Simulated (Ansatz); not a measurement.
Input and output of a self-consistent single point for Be₃Ir (I4mm, 4 atoms in the cell) (Ansatz, a quantum-chemistry and plane-wave program)

Level of theory: LDA (PW92), default PAW files made with PBE (plane waves; Ansatz).

The input file:

Ansatz 0.2 input:
```yaml
# Be3Ir
crystal:
  lattice:
    - [-1.623452, 1.623452, 3.607442]
    - [1.623452, -1.623452, 3.607442]
    - [1.623452, 1.623452, -3.607442]
  atoms:
    - { symbol: Be, position: [0.750000, 0.250000, 0.500000] }
    - { symbol: Be, position: [0.250000, 0.750000, 0.500000] }
    - { symbol: Be, position: [0.506930, 0.506930, 0.000000] }
    - { symbol: Ir, position: [0.000000, 0.000000, 0.000000] }
basis:
  ecutwfc: 420.0 eV
kpoints:
  mp_grid: { grid: [14, 14, 14] }
hamiltonian:
  xc: lda
  pseudopotentials: { kind: paw }
scf:
  occupations: { method: fermi_dirac, width: 0.1 eV }
output:
  forces: true
  eigenvalues: true
  stress: true
```

The program printed (abridged):

```
WARN ansatz: RAYON_NUM_THREADS=1 ignored (pool sized by the plan → 1); use --threads N
Pseudopotentials: kind: paw
Pseudopotential: Be, paw, valence charge 2
Pseudopotential: Ir, paw, valence charge 17
Crystal: 4 atoms, lattice volume = 38.031 Å³
Basis set: ecut = 420 eV, 753 PW (Γ)
Bands: 16, of which v1, the nominal top of the filled ones, is band 12 counted from 1 (11 counted from 0)
Symmetry: 8 space group operations
Space group: I4mm (ITA 107), of the structure as read, at distance tolerance 3.4e-5 Å
k-points: 244 of 2744 (time reversal used)
PAW frozen core: Be, regenerated for the run's functional, and the local potential with it
PAW frozen core: Ir, regenerated for the run's functional, and the local potential with it
Initial density: superposition of atomic densities (neutral atoms: chi_scale 0, normalization atom), corrected by the library's trained network
Initial wavefunctions: pseudopotential atomic-orbital guess
Eigensolver: davidson
Functional: x = slater, c = lda
SCF iter   1: F=—  HF=-11929.894510 eV  |F-HF|=—  |Δ(HF+E_count)|=         —  Δρ=5.29e-3  dr2=9.76e-3  ethr=1.77e-3  ⟨swp⟩=5.1  Hψ=19850  notcnv=0
all-band conjugate gradients solve this SCF's bands
preconditioner: auto → Kerker (q_TF=auto, 2.509 Å⁻¹)
SCF iter   2: F=—  HF=-11929.892753 eV  |F-HF|=—  |Δ(HF+E_count)|=   1.76e-3  Δρ=3.28e-3  dr2=4.03e-3  ethr=4.24e-5  ⟨swp⟩=1.0  Hψ=5856  notcnv=0
SCF iter   3: F=—  HF=-11929.891423 eV  |F-HF|=—  |Δ(HF+E_count)|=   1.33e-3  Δρ=4.81e-4  dr2=1.09e-4  ethr=1.75e-5  ⟨swp⟩=2.1  Hψ=5435  notcnv=0
SCF iter   4: F=—  HF=-11929.891403 eV  |F-HF|=—  |Δ(HF+E_count)|=   1.98e-5  Δρ=1.79e-4  dr2=4.64e-6  ethr=4.72e-7  ⟨swp⟩=2.5  Hψ=5468  notcnv=0
SCF iter   5: F=—  HF=-11929.891396 eV  |F-HF|=—  |Δ(HF+E_count)|=   6.66e-6  Δρ=4.05e-5  dr2=7.83e-7  ethr=2.02e-8  ⟨swp⟩=2.4  Hψ=6810  notcnv=0
SCF iter   6: F=-11929.891396 eV  HF=-11929.891396 eV  |F-HF|=6.03e-9  |Δ(HF+E_count)|=   1.53e-7  Δρ=7.38e-6  dr2=1.75e-8  ethr=4.35e-10  ⟨swp⟩=2.8  Hψ=13751  notcnv=0
SCF 1 converged in 6 iterations: F = -11929.891396 eV  dr2 = 1.75e-8
SCF converged after 6 iterations
Free energy (F): -11929.891396 eV
Harris-Foulkes:  -11929.891396 eV  (|F-HF|=6.03e-9)
Internal energy: -11929.852636 eV  (E = F + TS)
E sigma→0 (E₀):  -11929.872016 eV
Entropy (-TS):   -0.038760 eV (-9.690 meV/atom)
Fermi energy:    14.010949 eV
--- Per-component energies (eV) ---
  E_band       = -220.254422
  E_kinetic    = 687.795930
  E_local      = -1909.092217  (includes V_loc(G=0)·N_el)
  E_nonlocal   = 94.138952
  E_hartree    = 757.308780
  E_xc         = -326.658847
  E_vxc        = -364.236090  (∫ρ·V_xc dr)
  E_paw        = -9118.989869  (= ΣΔE_a)
  E_vpaw       = -243.480881  (= ΣTr[D̂ρ^β])
  E_aug_tail   = 0.000047  (compensation charges beyond the density's cutoff)
  E_ewald      = -2114.857875
  E_core_change = 0.502464  (= ΣΔE_core)
  E_smearing   = -0.038760  (= −TS)
  E_closure    = 0.000000  (closes the sum)
  Σ components = -11929.891396   (vs F -11929.891396, Δ=0.00e0)
--- Forces (eV/Å), atoms counted from 1 ---
  atom   1  Be     0.00000000    -0.00000000     0.04660763
  atom   2  Be    -0.00000000    -0.00000000     0.04660763
  atom   3  Be    -0.00000000    -0.00000000    -0.03513314
  atom   4  Ir     0.00000000     0.00000000    -0.05809025
  max |Σ_I F_I| component: 8.13e-6 eV/Å
--- Stress (GPa, compression-positive) ---
       -4.220032      -0.000000       0.000000
       -0.000000      -4.220032       0.000000
        0.000000       0.000000      -4.894669
  P = ⅓ Tr σ = -4.4449 GPa (-44.449 kbar)
  The stress holds the Pulay correction. Without it, at fixed plane waves, as pw.x and ABINIT print it: P = -4.4754 GPa
--- Band table (eV; the first three rows and the last of 244) ---
  k-point 0: bands = ["-78.2203", "-35.0640", "-35.0640", "-35.0506", "3.2736", "9.0067", "9.4481", "10.2761", "10.2761", "11.8589", "11.9619", "17.3709", "17.3709", "19.4801", "19.4801", "20.1238"]
  k-point 1: bands = ["-78.2202", "-35.0669", "-35.0667", "-35.0502", "3.4157", "9.0518", "9.5079", "9.9397", "10.1923", "11.6369", "12.3815", "17.3425", "17.5728", "18.0327", "19.4928", "21.1267"]
  k-point 2: bands = ["-78.2197", "-35.0750", "-35.0745", "-35.0489", "3.8356", "9.1960", "9.4424", "9.6847", "9.9689", "10.9116", "13.3500", "16.5468", "17.1520", "17.9653", "19.5502", "21.1806"]
  k-point 243: bands = ["-78.2203", "-35.0648", "-35.0648", "-35.0540", "5.0958", "6.6265", "9.1292", "11.1380", "11.7071", "11.7071", "12.0312", "13.8155", "13.8155", "21.3131", "21.4178", "21.7144"]
```

The run converged in 6 iterations.

The starting cell comes from a database of computed structures (which also holds hypothetical and non-ambient phases and stackings), without a prior relaxation at this level. Its lattice was rescaled by up to half a per cent. One atom was moved a little off its site on purpose. Spin-orbit coupling is off. Spin polarisation is off. With a pressure of about -4 GPa the cell is away from its equilibrium volume at this level. Ansatz's pressure includes its estimate of the finite-basis (Pulay) stress.
